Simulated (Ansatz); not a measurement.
Consider CsBH4 (space group F-43m, No. 216; a cell from a computed database, its experimental status unchecked).

```yaml
crystal:
  lattice:
    - [0.00000, 3.61231, 3.61231]
    - [3.61231, 0.00000, 3.61231]
    - [3.61231, 3.61231, 0.00000]
  atoms:
    - { symbol: Cs, position: [0.00000, 0.00000, 0.00000] }
    - { symbol: B, position: [0.50000, 0.50000, 0.50000] }
    - { symbol: H, position: [0.40127, 0.40127, 0.79620] }
    - { symbol: H, position: [0.40127, 0.79620, 0.40127] }
    - { symbol: H, position: [0.79620, 0.40127, 0.40127] }
    - { symbol: H, position: [0.40127, 0.40127, 0.40127] }
```

Computed with PBEsol/PAW in Ansatz (a quantum-chemistry and plane-wave program), spin-orbit coupling left out.

Before the change:

| Item | Result |
|---|---|
| Width of the top valence band | 0.34 eV |
| Valley order | X along ⟨100⟩ 5.46 eV; Γ 6.04 eV |

It is then changed as follows: the cell is scaled by 0.9440 in all directions; the atoms relax in the strained cell.

Question: How does this affect the width of the top valence band and valley order?

Answer: The width of the top valence band goes up by 0.318 eV (0.34 eV → 0.65 eV); the valley order (the lowest conduction-band minima on the path, energy above the VBM, named in the base's zone) becomes X along ⟨100⟩ 5.09 eV; a point along ⟨110⟩, about 0.4 Å⁻¹ from Γ 6.36 eV; Γ 6.48 eV; a point along ⟨111⟩, about 0.3 Å⁻¹ from Γ 6.52 eV (base: X along ⟨100⟩ 5.46 eV; Γ 6.04 eV).

The levels and masses belong to the bands next to the band gap. Stability against distortions was not tested.
